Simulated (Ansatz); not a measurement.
Defect: interstitial O in rutile TiO2, charge state -2. These are PBE, PAW (plane waves to 420 eV; Ansatz, a first-principles code) values and carry that method's errors.

72-site cell at the relaxed PBE lattice, one k-point at (0.250, 0.250, 0.250), smearing 0.01 eV, spin-restricted, no finite-size correction. No zero-point or tunnelling terms. The charge state is imposed; whether it is stable for some Fermi level was not computed. Sites that were not tried may lie lower.

Barriers: single points on a 2×2×2 k-point mesh shifted by half a step at the bands' geometries.

Relaxed starting cell (atoms counted from 1):

```
Ti24O49
1.0
    9.28699     0.00000     0.00000
    0.00000     9.28699     0.00000
    0.00000     0.00000     8.89145
Ti O
24 49
Direct
  0.98758   0.00278   0.99941
  0.99359   0.00747   0.33401
  0.01136   0.98983   0.66840
  0.99619   0.50435   0.00598
  0.99458   0.50277   0.32841
  0.99555   0.50401   0.66724
  0.51784   0.01214   0.00791
  0.48705   0.98118   0.32628
  0.48699   0.01200   0.66710
  0.49098   0.50423   0.99960
  0.49575   0.51143   0.33412
  0.50973   0.48816   0.66527
  0.24903   0.24892   0.16776
  0.24568   0.25936   0.49950
  0.24003   0.25357   0.83552
  0.21147   0.74094   0.16740
  0.24826   0.74485   0.50924
  0.26679   0.75847   0.84450
  0.75803   0.28739   0.16674
  0.74043   0.23235   0.48975
  0.75445   0.25082   0.82464
  0.78314   0.71518   0.16712
  0.74457   0.76199   0.50029
  0.73711   0.75463   0.83435
  0.15069   0.15379   0.99904
  0.15098   0.15312   0.33502
  0.15177   0.15020   0.66747
  0.16884   0.63884   0.98302
  0.17074   0.63503   0.35014
  0.15140   0.65102   0.66443
  0.65471   0.15659   0.00375
  0.65397   0.15631   0.32793
  0.65193   0.14674   0.66752
  0.65445   0.65146   0.00336
  0.65466   0.65074   0.33089
  0.65659   0.65030   0.66725
  0.10012   0.39886   0.16707
  0.09674   0.40061   0.50239
  0.09841   0.40227   0.83191
  0.10204   0.91082   0.16718
  0.09911   0.89892   0.49820
  0.09919   0.90001   0.83551
  0.58813   0.39683   0.16731
  0.59908   0.39974   0.49876
  0.59999   0.39990   0.83611
  0.59446   0.90445   0.16713
  0.59751   0.90078   0.49781
  0.59813   0.90143   0.83649
  0.40090   0.09805   0.16716
  0.40137   0.09698   0.50070
  0.40204   0.09762   0.83362
  0.40166   0.59570   0.16706
  0.41135   0.59823   0.50457
  0.41178   0.59847   0.83094
  0.90320   0.09729   0.16701
  0.90060   0.08720   0.50343
  0.90072   0.08770   0.82973
  0.83477   0.50236   0.16608
  0.90360   0.59503   0.49455
  0.90403   0.59544   0.83966
  0.34590   0.34796   0.99915
  0.34507   0.34832   0.33518
  0.34882   0.34728   0.66681
  0.34242   0.84498   0.00648
  0.34239   0.84421   0.33062
  0.35226   0.84700   0.66673
  0.86384   0.32831   0.98407
  0.86023   0.32994   0.35117
  0.84798   0.34757   0.66981
  0.84823   0.84435   0.00326
  0.84748   0.84479   0.33097
  0.84865   0.84241   0.66701
  0.99640   0.66417   0.16828
```
Cell charge -2.

End state 1 differs by these moves (Å; atoms that move under 0.15 Å are left out):

```tsv
atom	element	Δx	Δy	Δz
1	Ti	0.11	-0.38	0.06
2	Ti	0.08	0.12	0.06
3	Ti	-0.15	0.01	0.03
4	Ti	0.04	0.27	0.01
5	Ti	0.02	-0.26	0.10
7	Ti	-0.28	-0.12	0.00
8	Ti	0.14	-0.02	0.06
10	Ti	0.20	-0.07	0.08
14	Ti	0.15	-0.10	-0.03
17	Ti	-0.02	0.07	-0.14
18	Ti	0.05	-0.14	-0.16
19	Ti	-0.09	-0.47	-0.09
21	Ti	0.14	-0.03	0.07
22	Ti	0.03	0.29	-0.07
23	Ti	0.07	-0.18	-0.06
28	O	0.16	-0.15	0.01
29	O	-0.22	0.14	-0.17
40	O	0.21	0.22	0.14
48	O	-0.16	-0.07	-0.09
58	O	0.37	0.54	0.14
67	O	-0.15	0.11	0.15
70	O	-0.33	0.26	-0.17
73	O	0.03	0.78	-0.76
```

Problem. Predict the forward and backward barriers to end state 1 from PBE, PAW.

Solution. forward 0.51 eV, backward 0.16 eV; at the saddle point atom 73 has neighbours 2 O at 2.20, O at 2.35, O at 2.37; Ti at 1.94, Ti at 1.96, Ti at 2.03 Å. The saddle point's order was not checked.

End state 2 differs by these moves (Å; atoms that move under 0.08 Å are left out):

| atom | element | Δx | Δy | Δz |
|---|---|---|---|---|
| 1 | Ti | 0.16 | -0.12 | 0.00 |
| 2 | Ti | 0.17 | -0.12 | 0.00 |
| 3 | Ti | -0.21 | 0.18 | -0.03 |
| 4 | Ti | 0.08 | -0.08 | 0.00 |
| 5 | Ti | 0.08 | -0.08 | 0.00 |
| 6 | Ti | 0.09 | -0.09 | 0.00 |
| 9 | Ti | 0.24 | -0.24 | 0.00 |
| 10 | Ti | 0.12 | -0.16 | 0.00 |
| 11 | Ti | 0.12 | -0.17 | 0.00 |
| 12 | Ti | -0.18 | 0.21 | 0.03 |
| 13 | Ti | -0.31 | 0.31 | -0.01 |
| 14 | Ti | 0.16 | -0.14 | 0.01 |
| 15 | Ti | 0.14 | -0.16 | -0.01 |
| 16 | Ti | 0.28 | -0.28 | 0.00 |
| 18 | Ti | -0.07 | 0.07 | 0.00 |
| 19 | Ti | 0.28 | -0.28 | 0.00 |
| 20 | Ti | -0.07 | 0.07 | 0.00 |
| 22 | Ti | -0.31 | 0.31 | 0.01 |
| 23 | Ti | 0.14 | -0.16 | -0.01 |
| 24 | Ti | 0.16 | -0.14 | 0.01 |
| 28 | O | -0.27 | 0.27 | 0.00 |
| 29 | O | -0.32 | 0.32 | 0.00 |
| 37 | O | 0.60 | 0.90 | 0.01 |
| 40 | O | -0.05 | -0.09 | 0.00 |
| 41 | O | 0.00 | 0.11 | 0.06 |
| 42 | O | 0.00 | 0.10 | -0.04 |
| 43 | O | 0.09 | 0.05 | 0.00 |
| 44 | O | -0.10 | 0.00 | 0.04 |
| 45 | O | -0.11 | 0.00 | -0.06 |
| 52 | O | 0.09 | 0.05 | 0.00 |
| 53 | O | -0.11 | 0.00 | -0.06 |
| 54 | O | -0.10 | 0.00 | 0.04 |
| 55 | O | -0.05 | -0.09 | 0.00 |
| 56 | O | 0.00 | 0.10 | -0.04 |
| 57 | O | 0.00 | 0.11 | 0.06 |
| 58 | O | 1.56 | -1.56 | 0.00 |
| 67 | O | -0.32 | 0.32 | 0.00 |
| 68 | O | -0.27 | 0.27 | 0.00 |
| 73 | O | -0.90 | -0.60 | -0.01 |

Problem. Give the forward and backward barriers to end state 2 at the level PBE, PAW.

Solution. forward 1.03 eV, backward 1.03 eV; at the saddle point atom 58 has neighbours 2 O at 2.06, 2 O at 2.20; Ti at 1.88, 2 Ti at 1.90 Å. The saddle point's order was not checked.
